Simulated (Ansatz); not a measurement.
HgSe (P3₂21, No. 154, 6 atoms in the cell; start mp-1018722; a measured phase of this formula has another space group) was calculated with HSE06 (PAW; Ansatz, a quantum-chemistry and plane-wave program).

Settings: plane-wave cutoff 460 eV, 6×6×4 k mesh (along the axes of the cell as run), Fermi–Dirac smearing 0.01 eV, scalar-relativistic PAW data made under PBE.

Cell (relaxed with PBEsol):

```cif
data_Hg3Se3
_chemical_formula_sum 'Hg3 Se3'
_space_group_name_H-M_alt 'P 1'
_space_group_IT_number 1
_cell_length_a 4.25966
_cell_length_b 4.25966
_cell_length_c 9.66876
_cell_angle_alpha 90.003
_cell_angle_beta 90.003
_cell_angle_gamma 60.001
loop_
_space_group_symop_operation_xyz
  'x, y, z'
loop_
_atom_site_label
_atom_site_type_symbol
_atom_site_fract_x
_atom_site_fract_y
_atom_site_fract_z
_atom_site_occupancy
Hg1 Hg 0.32598 0.67402 0.00000 1
Hg2 Hg 0.99983 0.32630 0.66667 1
Hg3 Hg 0.67370 0.00017 0.33333 1
Se1 Se 0.47328 0.52672 0.50000 1
Se2 Se 0.99982 0.47363 0.16666 1
Se3 Se 0.52637 0.00018 0.83334 1
```

**Question.** Predict the band gap and smallest direct gap on the k points sampled.

**Answer.** 
* **band gap**: 1.17 eV (on the SCF k mesh)
* **smallest direct gap on the k points sampled**: 1.27 eV

Note: cell and atoms aren't relaxed at this level (pressure 1.8 GPa).

Spin–orbit coupling is not included; with these elements it can move the gap by several tenths of an eV or more.

The computed numbers hold no vibrational or temperature effects.

A start named mp-… is a Materials Project structure, which need not be a measured phase.
